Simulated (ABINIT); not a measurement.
Input and output of a self-consistent single point for Al3Cu (P4/mmm, 4 atoms in the cell) (ABINIT)

Method of the run: LDA (PW92), PAW (JTH v2.0 LDA PAW) (plane waves; ABINIT 10.0.3).

Input as run:

```
# Al3Cu, JTH v2.0 LDA PAW
pp_dirpath "./"
pseudos "Al.LDA_PW-JTH.xml, Cu.LDA_PW-JTH.xml"
acell 5.2892867310 5.2892867310 14.3033351476
rprim
         1.0000000000    0.0000000000    0.0000000000
         0.0000000000    1.0000000000    0.0000000000
         0.0000000000    0.0000000000    1.0000000000
natom 4
ntypat 2
znucl 13 29
typat 1 1 1 2
xred
         0.0000000000    0.0000000000    0.5000000000
         0.5000000000    0.5000000000    0.2261200000
         0.5000000000    0.5000000000    0.7738800000
         0.0000000000    0.0000000000    0.0000000000
ecut 816 eV
pawecutdg 1633 eV
pawxcdev 0
occopt 3
tsmear 0.00367493
nband 19
kptopt 1
ngkpt 15 15 6
nshiftk 1
shiftk 0 0 0
nstep 80
tolvrs 1.0e-12
prtwf 0
prtden 0
enunit 1
```

Output (repeated stretches shortened):

```
 Symmetries : space group P4/m m m (#123); Bravais tP (primitive tetrag.)

 -outvars: echo values of preprocessed input variables --------
            acell      5.2892867310E+00  5.2892867310E+00  1.4303335148E+01 Bohr
             ecut      2.99874495E+01 Hartree
           enunit           1
              ixc       -1012
         kptrlatt       15    0    0      0   15    0      0    0    6
          kptrlen      7.93393010E+01
            natom           4
            nband          19
            ngfft          30      30      72
          ngfftdg          40      40     100
             nkpt         144
            nstep          80
             nsym          16
           ntypat           2
           occopt           3
        pawecutdg      6.00116484E+01 Hartree
         pawxcdev           0
          spgroup         123
           tolvrs      1.00000000E-12
           tsmear      3.67493000E-03 Hartree
            typat      1  1  1  2
           useylm           1
             xred      0.0000000000E+00  0.0000000000E+00  5.0000000000E-01
                       5.0000000000E-01  5.0000000000E-01  2.2612000000E-01
                       5.0000000000E-01  5.0000000000E-01  7.7388000000E-01
                       0.0000000000E+00  0.0000000000E+00  0.0000000000E+00
            znucl       13.00000   29.00000

== DATASET  1 ==================================================================

 Real(R)+Recip(G) space primitive vectors, cartesian coordinates (Bohr,Bohr^-1):
 R(1)=  5.2892867  0.0000000  0.0000000  G(1)=  0.1890614  0.0000000  0.0000000
 R(2)=  0.0000000  5.2892867  0.0000000  G(2)=  0.0000000  0.1890614  0.0000000
 R(3)=  0.0000000  0.0000000 14.3033351  G(3)=  0.0000000  0.0000000  0.0699138
 Unit cell volume ucvol=  4.0015803E+02 bohr^3
 Angles (23,13,12)=  9.00000000E+01  9.00000000E+01  9.00000000E+01 degrees

 Coarse grid specifications (used for wave-functions):

 getcut: wavevector=  0.0000  0.0000  0.0000  ngfft=  30  30  72
         ecut(hartree)=     29.987   => boxcut(ratio)=   2.04202

 Fine grid specifications (used for densities):

 getcut: wavevector=  0.0000  0.0000  0.0000  ngfft=  40  40 100
         ecut(hartree)=     60.012   => boxcut(ratio)=   2.00484

   6.31298088E+02                                ecore*ucvol(ha*bohr**3)

_setup2: Arith. and geom. avg. npw (full set) are    3138.414    3138.387

--- !BeginCycle
solver: {iscf: 17, nstep: 80, nline: 4, wfoptalg: 10, }
tolerances: {tolvrs: 1.00E-12, }
...

     iter   Etot(hartree)      deltaE(h)  residm     nres2
 ETOT  1  -200.63182381833    -2.006E+02 4.732E+01 3.518E+01
 ETOT  2  -204.56560634606    -3.934E+00 1.112E-01 2.160E+01
 ETOT  3  -204.52623072638     3.938E-02 7.253E-02 8.444E+00
 ETOT  4  -204.51605127123     1.018E-02 3.793E-02 8.076E-01
 ETOT  5  -204.51150352368     4.548E-03 2.898E-02 2.012E-01
 ETOT  6  -204.51110068785     4.028E-04 6.909E-02 2.014E-02
   [... 7 lines left out ...]
 ETOT 14  -204.51114159756     8.080E-11 5.477E-04 1.248E-09
 ETOT 15  -204.51114159756    -1.364E-12 3.058E-04 1.004E-09
 ETOT 16  -204.51114159756    -8.242E-13 4.678E-04 4.429E-11
 ETOT 17  -204.51114159756     3.070E-12 2.271E-04 1.005E-12
 ETOT 18  -204.51114159756     1.847E-12 3.545E-04 2.798E-13

 At SCF step   18       nres2   =  2.80E-13 < tolvrs=  1.00E-12 =>converged.

 Cartesian components of stress tensor (hartree/bohr^3)
  sigma(1 1)=  1.54805376E-04  sigma(3 2)=  0.00000000E+00
  sigma(2 2)=  1.54805376E-04  sigma(3 1)=  0.00000000E+00
  sigma(3 3)=  1.35550586E-04  sigma(2 1)=  0.00000000E+00

 ----iterations are completed or convergence reached----

 reduced coordinates (array xred) for    4 atoms
       0.000000000000      0.000000000000      0.500000000000
       0.500000000000      0.500000000000      0.226120000000
       0.500000000000      0.500000000000      0.773880000000
       0.000000000000      0.000000000000      0.000000000000
 cartesian forces (eV/Angstrom) at end:
    1     -0.00000000000000    -0.00000000000000     0.00000000000000
    2      0.00000000000000     0.00000000000000    -0.32546299193495
    3     -0.00000000000000    -0.00000000000000     0.32546299193495
    4     -0.00000000000000    -0.00000000000000     0.00000000000000
 frms,max,avg= 1.3286971E-01 3.2546299E-01   0.000E+00  0.000E+00  0.000E+00 e/A
 length scales=  5.289286731000  5.289286731000 14.303335147600 bohr
              =  2.798969987743  2.798969987743  7.568998966934 angstroms
 Fermi (or HOMO) energy (eV) =   8.91657   Average Vxc (eV)= -10.48850
 Eigenvalues (   eV  ) for nkpt= 144  k points:
 kpt#   1, nband= 19, wtk=  0.00074, kpt=  0.0000  0.0000  0.0000 (reduced coord)
-103.78508  -61.64034  -61.56257  -61.56257   -2.16636    0.24048    0.59053    4.55443
   4.64628    5.40505    5.40505    5.79112    7.27387    9.61278   15.23246   15.32313
  15.32313   16.87066   17.67138
 prteigrs : prtvol=0 or 1, do not print more k-points.

--- !EnergyTerms
comment             : Components of total free energy in Hartree
kinetic             :  1.35744470714853E+01
hartree             :  1.01163521671400E+02
xc                  : -6.03783752640396E+00
Ewald energy        : -6.33709985888588E+01
psp_core            :  1.57762194212187E+00
local_psp           : -2.21504602561557E+02
spherical_terms     : -2.99117317512909E+01
internal            : -2.04509579743103E+02
'-kT*entropy'       : -1.56189714994870E-03
total_energy        : -2.04511141640253E+02
total_energy_eV     : -5.56503117881975E+03
...

-Cartesian components of stress tensor (GPa)         [Pressure= -4.3657E+00 GPa]
- sigma(1 1)=  4.55453063E+00  sigma(3 2)=  0.00000000E+00
- sigma(2 2)=  4.55453063E+00  sigma(3 1)=  0.00000000E+00
- sigma(3 3)=  3.98803525E+00  sigma(2 1)=  0.00000000E+00

 Calculation completed.
```

The run converged in 18 iterations.

The starting cell comes from a database of computed structures (which also holds hypothetical and non-ambient phases and stackings), without a prior relaxation at this level. Its lattice was rescaled by a random factor within 2.5 % of one. Spin polarisation is off. With a pressure of about -4 GPa the cell is away from its equilibrium volume at this level.

Cost on one core of a shared machine: roughly 7 min.
